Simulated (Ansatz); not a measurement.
```yaml
crystal:
  lattice:
    - [0.00000, 2.10703, 2.10703]
    - [2.10703, 0.00000, 2.10703]
    - [2.10703, 2.10703, 0.00000]
  atoms:
    - { symbol: Mg, position: [0.00000, 0.00000, 0.00000] }
    - { symbol: O, position: [0.50000, 0.50000, 0.50000] }
```

These are HSE06, rigid bands (plane waves, PAW, scalar-relativistic; Ansatz, a program for electronic structure) values and carry that method's errors. Geometry: cell and atoms relaxed with PBEsol.

Task: What conductivity effective mass do dilute electrons have at 300 K?

Result: 0.36 mₑ.

Task: Predict the hole conductivity mass (n e² τ/σ) at 300 K, by direction if it differs.

Result: 2.1 mₑ.

Task: And the band gap?

Result: 6.47 eV at this level.

Rigid bands, one relaxation time for all states, no polarons. Spin-orbit coupling is left out. Geometry: cell and atoms relaxed with PBEsol.
